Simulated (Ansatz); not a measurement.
Take Si in the diamond structure (space group Fd-3m, No. 227; a = 5.444 Å) as the base.

Level of theory: r2SCAN (Ansatz, a program for electronic structure, PAW, no spin-orbit coupling).

Strains are applied to the cell and any free atomic positions relax.

One change was made to it. Results:

The valley order (the lowest conduction-band minima on the path, energy above the VBM, named in the base's zone) becomes a point along ⟨100⟩, about 0.9 Å⁻¹ from Γ 0.87 eV; L along ⟨111⟩ 1.62 eV (base: a point along ⟨100⟩, about 1.0 Å⁻¹ from Γ 0.78 eV; L along ⟨111⟩ 1.84 eV); the pressure goes from zero to -50.8 kbar; the width of the top valence band drops by 0.25 eV to 3.75 eV.

**Question.** What was done to the base?
A) isotropic strain +1.50 %
B) isotropic strain +1.00 %
C) isotropic strain +2.00 %

**Answer.** C, isotropic strain +2.00 %. For comparison, the valley order in the other runs: isotropic strain +1.50 % gives a point along ⟨100⟩, about 0.9 Å⁻¹ from Γ 0.85 eV; L along ⟨111⟩ 1.67 eV; isotropic strain +1.00 % gives a point along ⟨100⟩, about 0.9 Å⁻¹ from Γ 0.83 eV; L along ⟨111⟩ 1.73 eV.

The levels and masses belong to the bands next to the band gap. No phonon test of stability was made.
